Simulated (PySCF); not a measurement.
PySCF 2.14.0, unrestricted WB97X/def2-svp, df: diselenium ([Se]=[Se]), charge 0, multiplicity 3, 2 atoms. The geometry is a generated start, not checked to be a minimum at this level.

```json
{
 "task": "energy",
 "method": "wb97x",
 "basis": "def2-svp",
 "two_electron_scheme": "density fitting",
 "mol.max_memory": "3000 MB",
 "mf.max_cycle": "100",
 "mf.DIIS": "CDIIS (default)",
 "mf.conv_tol": "1e-09 (default)",
 "mf.grids.level": "3 (default)",
 "basis_functions": "64",
 "grid_points": "40848"
}
```

```xyz
2

Se     1.0830    -0.0195     0.0102
Se    -1.0830     0.0195    -0.0102
```

Charge 0 and multiplicity 3 are set for this test and not shown to be the ground state.

With the defaults (mf.init_guess = minao, mf.level_shift = 0, mf.diis_space = 8, mf.diis_damp = 0, newton = off, mf.diis = true, mf.damp = 0, mf.diis_start_cycle = 1) it converges in 10 Fock builds. One run each on 2 threads, 1 BLAS thread, with these changes:…
- mf.diis_space = 3
- mf.diis_damp = 0.3
- mf.diis = false, mf.damp = 0.7, mf.diis_start_cycle = 999
- newton = Hessian by the SCF's own integrals
- mf.init_guess = mod_huckel
- mf.diis_space = 20
- mf.init_guess = atom
- mf.damp = 0.3, mf.diis_start_cycle = 4
- mf.level_shift = 0.3 Hartree

Question: Name the settings that don't reach the solution of the defaults.

Answer: All converge. Another solution: mf.init_guess = mod_huckel (4100 meV higher). The rest reach the solution of the defaults.

```json
[
 {"setting": "the defaults", "Fock builds": "10", "end": "same solution"},
 {"setting": "mf.init_guess = atom", "Fock builds": "10", "end": "same solution"},
 {"setting": "mf.diis_damp = 0.3", "Fock builds": "10", "end": "same solution"},
 {"setting": "mf.diis_space = 20", "Fock builds": "10", "end": "same solution"},
 {"setting": "mf.damp = 0.3, mf.diis_start_cycle = 4", "Fock builds": "11", "end": "same solution"},
 {"setting": "mf.level_shift = 0.3 Hartree", "Fock builds": "12", "end": "same solution"},
 {"setting": "mf.diis_space = 3", "Fock builds": "12", "end": "same solution"},
 {"setting": "newton = Hessian by the SCF's own integrals", "Fock builds": "17", "end": "same solution"},
 {"setting": "mf.diis = false, mf.damp = 0.7, mf.diis_start_cycle = 999", "Fock builds": "38", "end": "same solution"},
 {"setting": "mf.init_guess = mod_huckel", "Fock builds": "12", "end": "other solution, 4100 meV higher"}
]
```

Under newton the count holds the products with the orbital Hessian.
